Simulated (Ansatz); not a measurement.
# Si (I4/mmm, No. 139, 4 atoms in the cell; start mp-999200; another form than the element's usual one)

All values below come from r²SCAN in Ansatz (plane waves, PAW).

Settings: plane-wave cutoff 600 eV, 12×12×12 k mesh, finite displacements, scalar-relativistic PAW data made under PBE.

Cell (relaxed at this level):

```cif
data_Si8
_chemical_formula_sum 'Si8'
_space_group_name_H-M_alt 'I4/mmm'
_space_group_IT_number 139
_space_group_name_Hall '-I 4 2'
_cell_length_a 6.65432
_cell_length_b 6.65432
_cell_length_c 3.84473
_cell_angle_alpha 90.000
_cell_angle_beta 90.000
_cell_angle_gamma 90.000
loop_
_atom_site_label
_atom_site_type_symbol
_atom_site_symmetry_multiplicity
_atom_site_Wyckoff_symbol
_atom_site_fract_x
_atom_site_fract_y
_atom_site_fract_z
_atom_site_occupancy
Si1 Si 8 h 0.17878 0.17878 0.00000 1
```
(The calculation used a cell of 4 atoms; values per cell refer to that cell.)

For Si (I4/mmm, No. 139, 4 atoms in the cell; start mp-999200; another form than the element's usual one), the electronic dielectric constant ε∞ (mean over three axes) comes out as 11.3 and the static dielectric constant (mean over three axes) is 11.3.

Note: the relaxation could not lower the start's symmetry, so the cell can be a saddle point above a distorted one.

A start named mp-… is a Materials Project structure, which need not be a measured phase.

Ansatz is a program for electronic structure.
